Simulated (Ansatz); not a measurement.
We consider Rb₂Mo₃SeO₁₂ (P6₃, No. 173; cell taken from a computed entry), described by LDA (Ansatz, a program for electronic structure, PAW).

Numerical settings: plane-wave cutoff 520 eV, 6×6×4 k mesh (along the axes of the cell as run), Fermi–Dirac smearing 0.01 eV, no spin polarisation, scalar-relativistic PAW data made under PBE.

Cell (relaxed with PBEsol):

```
Mo3Rb2O12Se
1.0
    7.27778     0.00000     0.00000
   -3.63889     6.30274     0.00000
    0.00000     0.00000    12.07028
Rb Mo Se O
4 6 2 24
Direct
  0.66667   0.33333   0.45344
  0.33333   0.66667   0.95344
  0.33333   0.66667   0.56294
  0.66667   0.33333   0.06294
  0.13613   0.33958   0.23025
  0.79655   0.13613   0.73025
  0.66042   0.79655   0.23025
  0.86387   0.66042   0.73025
  0.20345   0.86387   0.23025
  0.33958   0.20345   0.73025
  0.00000   0.00000   0.99958
  0.00000   0.00000   0.49958
  0.20136   0.40501   0.36695
  0.79635   0.20136   0.86695
  0.59499   0.79635   0.36695
  0.79864   0.59499   0.86695
  0.20365   0.79864   0.36695
  0.40501   0.20365   0.86695
  0.12846   0.24806   0.05983
  0.88041   0.12846   0.55983
  0.75194   0.88041   0.05983
  0.87154   0.75194   0.55983
  0.11959   0.87154   0.05983
  0.24806   0.11959   0.55983
  0.08701   0.54856   0.18399
  0.53846   0.08701   0.68399
  0.45144   0.53846   0.18399
  0.91299   0.45144   0.68399
  0.46154   0.91299   0.18399
  0.54856   0.46154   0.68399
  0.87079   0.12041   0.24242
  0.75038   0.87079   0.74242
  0.87959   0.75038   0.24242
  0.12921   0.87959   0.74242
  0.24962   0.12921   0.24242
  0.12041   0.24962   0.74242
```

Predict the band gap and Γ–Γ gap.


* **band gap**: 2.56 eV
* **Γ–Γ gap**: 2.65 eV

Note: cell and atoms aren't relaxed at this level (largest force component 0.25 eV/Å, pressure -3.8 GPa).

Spin–orbit coupling is not included.

The computed numbers hold no vibrational or temperature effects.

Computing time: about 13 core-minutes (a rough figure).
